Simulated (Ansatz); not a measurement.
Start from MgH₂ in the rutile structure (space group P4_2/mnm, No. 136; a = 4.476 Å, c = 3.008 Å).

All numbers come from PBEsol in Ansatz (plane waves to 420 eV, PAW, without spin-orbit coupling).

One change was made to it. Results:

The shortest interatomic distance shrinks by 0.192 Å (1.928 Å → 1.736 Å); the density goes up by 0.47 g/cm³ (1.45 g/cm³ → 1.92 g/cm³).

Question: What was done to the base?
A) pressure 22.5 GPa
B) pressure 0.9 GPa
C) pressure 9 GPa
D) pressure 4.5 GPa
E) pressure 2.1 GPa

Answer: A, pressure 22.5 GPa. For comparison, the shortest interatomic distance in the other runs: pressure 0.9 GPa gives 1.914 Å; pressure 9 GPa gives 1.825 Å; pressure 2.1 GPa gives 1.898 Å; pressure 4.5 GPa gives 1.869 Å.

Load acts through the strain it causes; cell and atoms are relaxed under it. Whether these cells are dynamically stable was not tested. No other phases were tried under pressure.

Ansatz is a first-principles code.
